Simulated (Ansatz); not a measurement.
Consider interstitial B in rock-salt MgO, charge state +3. All values below come from PBE, PAW (plane waves to 420 eV; Ansatz, a program for electronic structure).

Settings: 64 host sites, the relaxed PBE lattice, the Γ point alone, smearing 0.01 eV, spin-restricted, no image-charge correction. Energies are static. The charge state is imposed; whether it is stable for some Fermi level was not computed. Sites that were not tried may lie lower.

Barriers: single points on a 2×2×2 k-point mesh shifted by half a step at the bands' geometries.

Relaxed starting cell (atoms counted from 1):

```xyz
65
Lattice="8.5072 0.0000 0.0000 0.0000 8.5072 0.0000 0.0000 0.0000 8.5072" Properties=species:S:1:pos:R:3 pbc="T T T"
Mg     0.0011    -0.0094     0.0158
Mg    -0.0323    -0.0428     4.2784
Mg    -0.0323     4.2533    -0.0176
Mg    -0.0474     4.2411     4.2661
Mg     4.2638    -0.0428    -0.0176
Mg     4.2516    -0.0579     4.2661
Mg     4.2515     4.2411    -0.0328
Mg     4.4556     4.4451     4.4701
O      2.1416     0.0217     0.0468
O      2.1291    -0.0293     4.2701
O      2.1292     4.2448    -0.0041
O      2.3223     4.0518     4.0770
O      6.3776    -0.0036     0.0215
O      6.3524     0.0216     4.2576
O      6.3524     4.2325     0.0468
O      6.4033     4.2450     4.2701
Mg    -0.0474     2.1226     2.1477
Mg    -0.0324     2.1103     6.4314
Mg    -0.0323     6.4063     2.1354
Mg     0.0012     6.3727     6.3979
Mg     4.4553     1.9186     1.9437
Mg     4.2516     2.1226     6.4466
Mg     4.2515     6.4214     2.1477
Mg     4.2639     6.4064     6.4315
O      2.3223     2.3119     2.3372
O      2.1291     2.1186     6.4178
O      2.1290     6.3927     2.1437
O      2.1416     6.3419     6.3671
O      6.4032     2.1186     2.1437
O      6.3523     2.1311     6.3671
O      6.3524     6.3419     2.1562
O      6.3777     6.3672     6.3923
Mg     2.1330    -0.0579     2.1477
Mg     2.1207    -0.0428     6.4314
Mg     1.9291     4.4448     1.9437
Mg     2.1330     4.2411     6.4466
Mg     6.4168    -0.0428     2.1354
Mg     6.3832    -0.0092     6.3979
Mg     6.4319     4.2410     2.1477
Mg     6.4168     4.2534     6.4315
O      0.0321     0.0216     2.1562
O      0.0068    -0.0036     6.3922
O     -0.0187     4.2450     2.1437
O      0.0321     4.2325     6.3671
O      4.2554    -0.0292     2.1437
O      4.2429     0.0216     6.3671
O      4.0621     4.0517     2.3372
O      4.2555     4.2451     6.4179
Mg     2.1330     2.1226    -0.0330
Mg     1.9290     1.9185     4.4700
Mg     2.1207     6.4063    -0.0176
Mg     2.1330     6.4214     4.2661
Mg     6.4167     2.1103    -0.0176
Mg     6.4319     2.1225     4.2661
Mg     6.3833     6.3729     0.0159
Mg     6.4168     6.4063     4.2784
O      0.0322     2.1311     0.0469
O     -0.0188     2.1186     4.2701
O      0.0069     6.3671     0.0215
O      0.0321     6.3419     4.2576
O      4.2552     2.1188    -0.0041
O      4.0621     2.3119     4.0770
O      4.2429     6.3419     0.0468
O      4.2555     6.3928     4.2701
B      3.1922     3.1819     3.2072
```
Cell charge +3.

End state 1 differs by these moves (Å; atoms that move under 0.08 Å are left out):

```tsv
atom	element	Δx	Δy	Δz
7	Mg	0.00	0.00	0.09
8	Mg	0.00	0.00	-0.41
12	O	0.00	0.00	0.38
21	Mg	-0.20	0.20	0.14
22	Mg	0.20	-0.20	0.14
25	O	-0.19	-0.19	-0.22
26	O	0.19	0.19	-0.22
35	Mg	0.20	-0.20	0.14
36	Mg	-0.20	0.20	0.14
47	O	0.19	0.19	-0.22
48	O	-0.19	-0.19	-0.22
49	Mg	0.00	0.00	0.09
50	Mg	0.00	0.00	-0.41
62	O	0.00	0.00	0.38
65	B	0.00	0.00	2.12
```

Task: What is the computed forward and backward barriers to end state 1 (PBE, PAW)?

Result: forward 2.78 eV, backward 2.78 eV; at the saddle point atom 65 has neighbours Mg at 2.09; 2 O at 1.45, 2 O at 1.64 Å. The saddle point's order was not checked, and it lies on a symmetry element of the cell, where a band can be held.
